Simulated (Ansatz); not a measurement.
Input and output of a self-consistent single point for MgNiF6 (R-3, 8 atoms in the cell) (Ansatz, a first-principles code).

Level of theory: LDA (PW92), PAW files made with PBE (plane waves; Ansatz).

The change in words: lattice scaled by 0.98. Reference geometry:
```yaml
crystal:
  lattice:
    - [2.40148, 1.38649, 4.35708]
    - [-2.40148, 1.38649, 4.35708]
    - [0.00000, -2.77298, 4.35708]
  atoms:
    - { symbol: Mg, position: [0.50000, 0.50000, 0.50000] }
    - { symbol: Ni, position: [0.00000, 0.00000, 0.00000] }
    - { symbol: F, position: [0.37297, 0.76937, 0.09415] }
    - { symbol: F, position: [0.62703, 0.23063, 0.90585] }
    - { symbol: F, position: [0.09415, 0.37297, 0.76937] }
    - { symbol: F, position: [0.90585, 0.62703, 0.23063] }
    - { symbol: F, position: [0.76937, 0.09415, 0.37297] }
    - { symbol: F, position: [0.23063, 0.90585, 0.62703] }
```

Reference input (self-consistent single point, DFT, LDA (PW92), plane waves, PAW files made with PBE): kpoints.mp_grid.grid = 6 6 6; hamiltonian.xc = lda; hamiltonian.pseudopotentials = {kind: paw} (the program's default PAW files); scf.occupations.method = fermi_dirac; scf.occupations.width = 0.136 eV. This run's input differs from it in these lines:

Ansatz 0.2 input:
```diff
@@ -3,14 +3,14 @@
   lattice:
-    - [2.401475, 1.386492, 4.357080]
-    - [-2.401475, 1.386492, 4.357080]
-    - [0.000000, -2.772984, 4.357080]
+    - [2.353446, 1.358762, 4.269938]
+    - [-2.353446, 1.358762, 4.269938]
+    - [0.000000, -2.717524, 4.269938]
   atoms:
-    - { symbol: Mg, position_ang: [0.000000, 0.000000, 6.535620] }
+    - { symbol: Mg, position_ang: [0.000000, 0.000000, 6.404907] }
     - { symbol: Ni, position_ang: [0.000000, 0.000000, 0.000000] }
-    - { symbol: F, position_ang: [-0.951937, 1.322765, 5.387473] }
-    - { symbol: F, position_ang: [0.951937, -1.322765, 7.683767] }
-    - { symbol: F, position_ang: [-0.669579, -1.485784, 5.387473] }
-    - { symbol: F, position_ang: [0.669579, 1.485784, 7.683767] }
-    - { symbol: F, position_ang: [1.621517, 0.163020, 5.387473] }
-    - { symbol: F, position_ang: [-1.621517, -0.163020, 7.683767] }
+    - { symbol: F, position_ang: [-0.932899, 1.296309, 5.279723] }
+    - { symbol: F, position_ang: [0.932899, -1.296309, 7.530091] }
+    - { symbol: F, position_ang: [-0.656188, -1.456068, 5.279723] }
+    - { symbol: F, position_ang: [0.656188, 1.456068, 7.530091] }
+    - { symbol: F, position_ang: [1.589087, 0.159759, 5.279723] }
+    - { symbol: F, position_ang: [-1.589087, -0.159759, 7.530091] }
 kpoints:
```

The program printed (abridged):

```
SCF iter   1: F=—  HF=-12457.075896 eV  |F-HF|=—  |Δ(HF+E_count)|=         —  Δρ=4.24e-1  dr2=1.15e2  ethr=3.10e-3  ⟨swp⟩=6.0  Hψ=7225  notcnv=0  defer=19
all-band conjugate gradients solve this SCF's bands
preconditioner: auto → LDOS
SCF iter   2: F=—  HF=-12440.070371 eV  |F-HF|=—  |Δ(HF+E_count)|=    1.70e1  Δρ=1.70e-1  dr2=9.47e0  ethr=3.10e-3  ⟨swp⟩=4.0  Hψ=4926  notcnv=0  defer=54
   [... lines left out ...]
SCF iter   8: F=—  HF=-12438.528484 eV  |F-HF|=—  |Δ(HF+E_count)|=   6.74e-4  Δρ=1.17e-3  dr2=8.55e-4  ethr=8.29e-6  ⟨swp⟩=1.2  Hψ=1672  notcnv=0  defer=56
SCF iter   9: F=—  HF=-12438.528354 eV  |F-HF|=—  |Δ(HF+E_count)|=   1.30e-4  Δρ=3.66e-4  dr2=2.94e-5  ethr=1.22e-6  ⟨swp⟩=1.0  Hψ=1664  notcnv=0  defer=56
SCF iter  10: F=—  HF=-12438.528345 eV  |F-HF|=—  |Δ(HF+E_count)|=   9.02e-6  Δρ=5.71e-5  dr2=8.39e-7  ethr=4.19e-8  ⟨swp⟩=2.1  Hψ=2714  notcnv=0  defer=56
SCF iter  11: F=-12438.528344 eV  HF=-12438.528344 eV  |F-HF|=6.43e-8  |Δ(HF+E_count)|=   4.54e-7  Δρ=1.21e-5  dr2=5.96e-8  ethr=1.43e-10  ⟨swp⟩=10.7  Hψ=9489  notcnv=0
SCF 1 converged in 11 iterations: F = -12438.528344 eV  dr2 = 5.96e-8
Free energy (F): -12438.528344 eV
Internal energy: -12438.516761 eV  (E = F + TS)
E sigma→0 (E₀):  -12438.522552 eV
Entropy (-TS):   -0.011584 eV (-1.448 meV/atom)
Fermi energy:    3.819514 eV
--- Forces (eV/Å), atoms counted from 1 ---
  atom   1  Mg     0.00000000     0.00000000     0.00000000
  atom   2  Ni     0.00000000     0.00000000     0.00000000
  atom   3  F      0.23776017     0.08500326     0.16751910
  atom   4  F     -0.23776017    -0.08500326    -0.16751910
  atom   5  F     -0.19249507     0.16340471     0.16751910
  atom   6  F      0.19249507    -0.16340471    -0.16751910
  atom   7  F     -0.04526510    -0.24840797     0.16751910
  atom   8  F      0.04526510     0.24840797    -0.16751910
--- Stress (GPa, compression-positive) ---
        3.041684      -0.000006       0.000000
        0.000006       3.041684      -0.000000
        0.000000      -0.000000       2.811350
  P = ⅓ Tr σ = 2.9649 GPa (29.649 kbar)
  The stress holds the Pulay correction. Without it, at fixed plane waves, as pw.x and ABINIT print it: P = 2.1741 GPa
```

The run converged in 11 iterations. Against the reference run the free energy falls by 4.8 meV/atom, the pressure goes from -4.94 to 2.96 GPa, the largest force goes from 0.270 to 0.303 eV/Å and the gap on the mesh goes from 1.308 to 1.483 eV.

The starting cell comes from a database of computed structures (which also holds hypothetical and non-ambient phases and stackings), without a prior relaxation at this level. For this run, on top of that: lattice scaled by 0.98. Ansatz's pressure includes its estimate of the finite-basis (Pulay) stress. Without the estimate this run gives 2.17 GPa.
